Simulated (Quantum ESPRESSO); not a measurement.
Quantum ESPRESSO run on Zr₂Al₃Zn (R-3m, 6 atoms in the cell): self-consistent single point.

Method of the run: PBEsol, PseudoDojo standard norm-conserving (PBESOL) pseudopotentials (plane waves; Quantum ESPRESSO 7.5).

```
Zr2Al3Zn
1.0
    2.65322    -1.53184     4.24746
    0.00000     3.06368     4.24746
   -2.65322    -1.53184     4.24746
Zr Al Zn
2 3 1
Direct
  0.62451   0.62451   0.62451
  0.37549   0.37549   0.37549
  0.00000   0.50000   0.00000
  0.00000   0.00000   0.50000
  0.50000   0.00000   0.00000
  0.00000   0.00000   0.00000
```

Reference input (self-consistent single point, DFT, PBEsol, plane waves, PseudoDojo standard norm-conserving (PBESOL) pseudopotentials): ecutwfc = 85 Ry; occupations = smearing; smearing = marzari-vanderbilt; degauss = 0.0099958 Ry; potentials = {Zr: Zr.upf, Al: Al.upf, Zn: Zn.upf}; K_POINTS = automatic 5 5 5 0 0 0; conv_thr = 1e-10 Ry; mixing_beta = 0.3. This run's input differs from it in these lines:

```diff
@@ -16,4 +16,4 @@
     occupations = 'smearing',
-    smearing = 'marzari-vanderbilt',
-    degauss = 0.0099958,
+    smearing = 'gaussian',
+    degauss = 0.0147,
 /
```

Output, abridged:

```
     Self-consistent Calculation

     iteration #  1     ecut=    85.00 Ry     beta= 0.30

     Threshold (ethr) on eigenvalues was too large:
     Diagonalizing with lowered threshold

     total energy              =    -634.33292888 Ry
     estimated scf accuracy    <       0.25507786 Ry

     iteration #  2     ecut=    85.00 Ry     beta= 0.30

     total energy              =    -634.37809725 Ry
     estimated scf accuracy    <       0.02526917 Ry

     iteration #  3     ecut=    85.00 Ry     beta= 0.30

     total energy              =    -634.37670817 Ry
     estimated scf accuracy    <       0.00908473 Ry

   [... 9 blocks of this kind left out ...]

     iteration # 13     ecut=    85.00 Ry     beta= 0.30

     total energy              =    -634.37734117 Ry
     estimated scf accuracy    <          1.0E-09 Ry

     iteration # 14     ecut=    85.00 Ry     beta= 0.30
     End of self-consistent calculation

     the Fermi energy is    12.0089 ev

!    total energy              =    -634.37734117 Ry
     estimated scf accuracy    <          4.3E-11 Ry
     smearing contrib. (-TS)   =      -0.00444922 Ry
     internal energy E=F+TS    =    -634.37289195 Ry

     convergence has been achieved in  14 iterations

     Forces acting on atoms (cartesian axes, Ry/au):

     atom    1 type  1   force =     0.00000000    0.00000000   -0.00093107
     atom    2 type  1   force =     0.00000000    0.00000000    0.00093107
     atom    3 type  2   force =    -0.00000000   -0.00000000    0.00000000
     atom    4 type  2   force =     0.00000000   -0.00000000   -0.00000000
     atom    5 type  2   force =     0.00000000    0.00000000    0.00000000
     atom    6 type  3   force =    -0.00000000   -0.00000000    0.00000000

     Total force =     0.001317     Total SCF correction =     0.000000

          total   stress  (Ry/bohr**3)                   (kbar)     P=      -20.25
  -0.00013055   0.00000000   0.00000000          -19.21        0.00        0.00
  -0.00000000  -0.00013055  -0.00000000           -0.00      -19.21       -0.00
   0.00000000  -0.00000000  -0.00015189            0.00       -0.00      -22.34

   JOB DONE.
```

The run converged in 14 iterations. Against the reference run the free energy drops by 5.3 meV/atom, the pressure moves little (-2.08 to -2.03 GPa) and the largest force goes from 0.007 to 0.024 eV/Å.

The starting cell comes from a database of computed structures (which also holds hypothetical and non-ambient phases and stackings), without a prior relaxation at this level.

Cost on one core of a shared machine: roughly 2 min.
